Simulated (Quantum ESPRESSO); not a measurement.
A self-consistent single point of Cs₃Bi₂Cl₉ (P321, 14 atoms in the cell) with Quantum ESPRESSO.

Method: PBEsol, PseudoDojo standard norm-conserving (PBESOL) pseudopotentials (plane waves; Quantum ESPRESSO).

```
Cs3Bi2Cl9
1.0
    7.68892     0.00000     0.00000
   -3.84446     6.65880     0.00000
    0.00000     0.00000     9.49969
Cs Bi Cl
3 2 9
Direct
  0.00000   0.00000   0.00000
  0.66667   0.33333   0.65950
  0.33333   0.66667   0.34050
  0.66667   0.33333   0.18657
  0.33333   0.66667   0.81343
  0.48237   0.00000   0.00000
  0.00000   0.48237   0.00000
  0.51763   0.51763   0.00000
  0.16230   0.82146   0.66507
  0.17854   0.34084   0.66507
  0.65916   0.83770   0.66507
  0.82146   0.16230   0.33493
  0.34084   0.17854   0.33493
  0.83770   0.65916   0.33493
```

Reference input (self-consistent single point, DFT, PBEsol, plane waves, PseudoDojo standard norm-conserving (PBESOL) pseudopotentials): ecutwfc = 70 Ry; occupations = smearing; smearing = fermi-dirac; degauss = 0.000734986 Ry; potentials = {Cs: Cs.upf, Bi: Bi.upf, Cl: Cl.upf}; K_POINTS = automatic 4 4 3 0 0 0; conv_thr = 1e-10 Ry; mixing_beta = 0.3. This run's input differs from it in these lines:

```diff
@@ -14,3 +14,3 @@
    ntyp = 3
-   ecutwfc = 70
+   ecutwfc = 35
    occupations = 'smearing'
```

Log, with long lists cut:

```
     Self-consistent Calculation

     iteration #  1     ecut=    35.00 Ry     beta= 0.30

     Threshold (ethr) on eigenvalues was too large:
     Diagonalizing with lowered threshold

     total energy              =    -761.93651385 Ry
     estimated scf accuracy    <       0.72928177 Ry

     iteration #  2     ecut=    35.00 Ry     beta= 0.30

     total energy              =    -762.01090833 Ry
     estimated scf accuracy    <       0.08567357 Ry

     iteration #  3     ecut=    35.00 Ry     beta= 0.30
     c_bands:  1 eigenvalues not converged

     total energy              =    -762.01534652 Ry
     estimated scf accuracy    <       0.02072962 Ry

   [... 9 blocks of this kind left out ...]

     iteration # 13     ecut=    35.00 Ry     beta= 0.30

     total energy              =    -762.01762005 Ry
     estimated scf accuracy    <          3.4E-10 Ry

     iteration # 14     ecut=    35.00 Ry     beta= 0.30
     End of self-consistent calculation

     the Fermi energy is     4.1870 ev

!    total energy              =    -762.01762005 Ry
     estimated scf accuracy    <          2.2E-11 Ry
     smearing contrib. (-TS)   =       0.00000000 Ry
     internal energy E=F+TS    =    -762.01762005 Ry

     convergence has been achieved in  14 iterations

     Forces acting on atoms (cartesian axes, Ry/au):

     atom    1 type  1   force =     0.00000000    0.00000000    0.00000000
     atom    2 type  1   force =     0.00000000    0.00000000   -0.00085872
     atom    3 type  1   force =     0.00000000    0.00000000    0.00085872
     atom    4 type  2   force =    -0.00000000   -0.00000000   -0.00011518
     atom    5 type  2   force =     0.00000000    0.00000000    0.00011518
   [... lines left out ...]

     Total force =     0.008036     Total SCF correction =     0.000011

          total   stress  (Ry/bohr**3)                   (kbar)     P=     -203.34
  -0.00138103   0.00000000   0.00000000         -203.16        0.00        0.00
   0.00000000  -0.00138103   0.00000000            0.00     -203.16        0.00
   0.00000000   0.00000000  -0.00138469            0.00        0.00     -203.70

   JOB DONE.
```

The run converged in 14 iterations. Against the reference run the free energy goes up by 884 meV/atom, the pressure goes from -0.54 to -20.33 GPa, the largest force goes from 0.069 to 0.083 eV/Å and the gap on the mesh moves little (3.044 to 3.047 eV). The full log also holds: “c_bands:  1 eigenvalues not converged”. The full log also holds: “c_bands:  2 eigenvalues not converged”.

The starting cell comes from a database of computed structures (which also holds hypothetical and non-ambient phases and stackings), without a prior relaxation at this level. Spin-orbit coupling is off. At the lowered cutoff the pressure carries the error of an incomplete plane-wave basis.

Cost on one core of a shared machine: roughly 5 min.
